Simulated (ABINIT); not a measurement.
**Equation of state of zinc-blende GaN (space group 216): energy against volume (ABINIT, PBEsol)**

```xyz
2
Lattice="0.0000 2.1944 2.1944 2.1944 0.0000 2.1944 2.1944 2.1944 0.0000" Properties=species:S:1:pos:R:3 pbc="T T T"
Ga     0.0000     0.0000     0.0000
N      3.2916     3.2916     3.2916
```

Computed with PBEsol, norm-conserving pseudopotentials (PseudoDojo nc-sr-04 PBEsol standard) (plane waves; ABINIT). Settings: pseudos = [Ga.upf, N.upf]; ecut = 1497 eV; occopt = 3; tsmear = 0.00036749 Ha; ngkpt = 13 13 13; nshiftk = 1; shiftk = 0 0 0; potentials = PseudoDojo nc-sr-04 PBEsol standard; nband = 14; kptopt = 1; nstep = 60; tolvrs = 1e-12. The cell above is the first row's. The rows scale it uniformly. In all rows fractional positions and the k mesh are held. E is the free energy at the stated smearing, counted from the lowest row.

| V (Å^3/atom) | E (meV/atom) |
|---|---|
| 10.567 | ? |
| 10.796 | 19.36 |
| 11.026 | 6.67 |
| 11.256 | 0.44 |
| 11.485 | 0.00 |
| 11.715 | 4.75 |
| 11.945 | 14.16 |
| 12.175 | 27.74 |
| 12.404 | 45.06 |

Taking the third-order Birch-Murnaghan form, a cubic in V^(-2/3) for E over the 8 complete rows: With u = V^(-2/3) - 0.195, the rows have u = 0.009719, 0.006862, 0.004103, 0.001447, -0.001132, -0.003629, -0.006047, -0.008380. Least squares gives E = 2.034 - 1958.98·u + 381649·u² + 340522·u³. Residuals (row less fit): 0.003, -0.002, -0.005, 0.001, 0.010, 0.007, -0.020, 0.009; standard error 0.013 (degrees of freedom: 4). Its minimum lies at u = 0.002558, so V0 = (0.197558)^(-3/2) = 11.39. There d²E/du² = 768500 and d³E/du³ = 2043000, so B0 = (4/9) × 11.39^(-7/3) × 768500 × 0.160218 = 188 GPa (the last factor turns the table's units into GPa), and B0' = 4 + (2/3) × 0.197558 × (2043000)/768500 = 4.4. The program's pressures in the fitted runs (not shown) pass through zero at V = 11.39, 0.02 % from this V0.

Task: What does the fit predict for E at V = 10.567, and how far is the calculated value from it?

Result: u = 0.012666, so E = 2.034 - 1958.98 × 0.012666 + 381649 × 0.012666² + 340522 × 0.012666³ = 39.141 meV/atom. The calculation gives 39.23 meV/atom, 0.089 meV/atom above the prediction (0.2 % of the range of E in the table). The row lies outside the fitted rows, so this is an extrapolation. From the scatter of the fitted rows alone, a prediction at this place has a standard error of 0.038 meV/atom, so the miss is 2.3 times that.

Carrying the step between the two nearest rows on in a straight line would have given 31.99, off by 7.24; series whose last step already gives the withheld value aren't shown. The scan was laid around a cell of about the measured size, scaled by a guess for this functional. This is a metastable polymorph. The runs keep the symmetry of the cell, so they don't test it for distortions. Cutoffs and mesh are single choices, not tested for convergence of this quantity. Series with a scatter that would blur these digits, or in which a gap closes, are not shown. Nor are scans whose minimum lies at an end fitted in this form.
